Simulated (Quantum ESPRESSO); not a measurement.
A series of runs on Zr5Sn3Se (P6_3/mcm, 18 atoms in the cell)

```
Zr5Sn3Se
1.0
    8.59544     0.00000     0.00000
   -4.29772     7.44387     0.00000
    0.00000     0.00000     6.04008
Zr Sn Se
10 6 2
Direct
  0.33333   0.66667   0.50000
  0.66667   0.33333   0.50000
  0.66667   0.33333   0.00000
  0.33333   0.66667   0.00000
  0.73710   0.00000   0.25000
  0.26290   0.00000   0.75000
  0.73710   0.73710   0.75000
  0.26290   0.26290   0.25000
  0.00000   0.73710   0.25000
  0.00000   0.26290   0.75000
  0.39601   0.00000   0.25000
  0.60399   0.00000   0.75000
  0.39601   0.39601   0.75000
  0.60399   0.60399   0.25000
  0.00000   0.39601   0.25000
  0.00000   0.60399   0.75000
  0.00000   0.00000   0.50000
  0.00000   0.00000   0.00000
```

Base run A: PBEsol, GBRV 1.5 ultrasoft (PBESOL) pseudopotentials (Quantum ESPRESSO), self-consistent single point.

Its settings: ecutwfc = 40 Ry; ecutrho = 320 Ry; occupations = smearing; smearing = mp; degauss = 0.019992 Ry; potentials = {Zr: zr_pbesol_v1.uspp.F.UPF, Sn: sn_pbesol_v1.4.uspp.F.UPF, Se: se_pbesol_v1.uspp.F.UPF}; K_POINTS = automatic 3 3 3 0 0 0; conv_thr = 1e-10 Ry; mixing_beta = 0.7.

The starting cell comes from a database of computed structures (which also holds hypothetical and non-ambient phases and stackings), without a prior relaxation at this level. Its lattice was rescaled by a random factor within 2.5 % of one. Without a gap this mesh is coarse (it stands for a supercell whose shortest vector is 18 Å).

ΔF is the free energy per atom less that of run A. 

| run | degauss, K_POINTS | ΔF (meV/atom) | pressure (GPa) | largest force (eV/Å) | TS (meV/atom) | k-points |
|---|---|---|---|---|---|---|
| A | 0.019992 Ry, automatic 3 3 3 0 0 0 | 0.00 | -2.72 | 0.191 | -1.3 | 6 |
| B | 0.002205 Ry, automatic 3 3 3 0 0 0 | 0.72 | -2.70 | 0.200 | 0.3 | 6 |
| C | 0.0073499 Ry, automatic 3 3 3 0 0 0 | 0.09 | -2.70 | 0.190 | 0.6 | 6 |
| D | 0.02205 Ry, automatic 3 3 3 0 0 0 | 0.16 | -2.73 | 0.194 | -1.9 | 6 |
| E | 0.002205 Ry, automatic 3 3 4 0 0 0 | -4.7 | -2.74 | 0.259 | 0.1 | 9 |
| F | 0.0073499 Ry, automatic 3 3 4 0 0 0 | -5.2 | -2.75 | 0.213 | 0.8 | 9 |
| G | 0.02205 Ry, automatic 3 3 4 0 0 0 | -5.8 | -2.79 | 0.184 | -1.6 | 9 |
| H | 0.002205 Ry, automatic 4 4 5 0 0 0 | -6.3 | -2.79 | 0.135 | 0.0 | 12 |
| I | 0.0073499 Ry, automatic 4 4 5 0 0 0 | -6.4 | -2.80 | 0.130 | 0.3 | 12 |

Run B against A: The free energy hardly moves (within 1 meV/atom), the pressure hardly changes (-2.72 to -2.70 GPa) and the largest force goes from 0.191 to 0.200 eV/Å.

Run F against A: The free energy goes down by 5.2 meV/atom, the pressure stays near -2.75 GPa while the zz stress (positive for compression) goes from -2.16 to -2.90 GPa and the largest force goes from 0.191 to 0.213 eV/Å.

Run E against A: The free energy falls by 4.7 meV/atom, the pressure stays near -2.74 GPa while the zz stress (positive for compression) goes from -2.16 to -2.74 GPa and the largest force goes from 0.191 to 0.259 eV/Å.
